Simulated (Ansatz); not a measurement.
Fluorite AuAl2 was calculated with PBE-D4 (Ansatz, a first-principles code, plane waves, PAW).

Input:

Ansatz 0.2 input:
```yaml
crystal:
  lattice:
    - [0.0, 2.9984475723, 2.9984475723]
    - [2.9984475723, 0.0, 2.9984475723]
    - [2.9984475723, 2.9984475723, 0.0]
  atoms:
    - { symbol: Al, position: [0.25, 0.25, 0.25] }
    - { symbol: Al, position: [0.75, 0.75, 0.75] }
    - { symbol: Au, position: [0.0, 0.0, 0.0] }
basis:
  ecutwfc: 520
  ecutrho_ratio: 4
  xc_grid: 2
kpoints:
  mp_grid: { grid: [16, 16, 16] }
hamiltonian:
  xc: pbe
  dispersion: d4
  pseudopotentials: { kind: paw }
scf:
  occupations: { method: fermi_dirac, width: 0.05 }
  convergence: { dr2_threshold: 0.0000000003 }
output:
  forces: true
  stress: true
  eigenvalues: true
```

From the output:

```
Crystal: 3 atoms, lattice volume = 53.916 Å³
Basis set: ecut = 520 eV, 1459 PW (Γ), exchange–correlation on 64×64×64 points (8 copies of the dense FFT grid, shifted against one another)
Bands: 17, of which v1, the nominal top of the filled ones, is band 13 counted from 1 (12 counted from 0)
Symmetry: 48 space group operations
Space group: Fm-3m (ITA 225), of the structure as read, at distance tolerance 3.8e-5 Å
k-points: 145 of 4096
Functional: x = pbe(κ = 0.804, μ = 0.2195149727645171), c = pbe(β = 0.06672455060314922)
SCF iter   1: F=—  HF=-14226.853862 eV  |F-HF|=—  |Δ(HF+E_count)|=         —  Δρ=2.38e-3  dr2=2.58e-3
SCF iter   2: F=—  HF=-14226.854431 eV  |F-HF|=—  |Δ(HF+E_count)|=   5.69e-4  Δρ=1.19e-3  dr2=7.51e-4
  ...
SCF iter   7: F=—  HF=-14226.854912 eV  |F-HF|=—  |Δ(HF+E_count)|=   7.03e-9  Δρ=1.22e-6  dr2=5.77e-10
SCF iter   8: F=-14226.854912 eV  HF=-14226.854912 eV  |F-HF|=1.09e-11  |Δ(HF+E_count)|=  3.55e-10  Δρ=2.92e-7  dr2=4.21e-11
SCF 1 converged in 8 iterations: F = -14226.854912 eV  dr2 = 4.21e-11
SCF converged after 8 iterations
Free energy (F): -14226.854912 eV
Internal energy: -14226.846445 eV  (E = F + TS)
E sigma→0 (E₀):  -14226.850679 eV
Fermi energy:    11.317731 eV
--- Forces (eV/Å), atoms counted from 1 ---
  atom   1  Al    -0.00000000     0.00000000     0.00000000
  atom   2  Al     0.00000000     0.00000000    -0.00000000
  atom   3  Au    -0.00000000     0.00000000    -0.00000000
--- Stress (GPa, compression-positive) ---
       -0.000750      -0.000000      -0.000000
       -0.000000      -0.000750      -0.000000
        0.000000      -0.000000      -0.000750
  P = ⅓ Tr σ = -0.0007 GPa (-0.007 kbar)
```
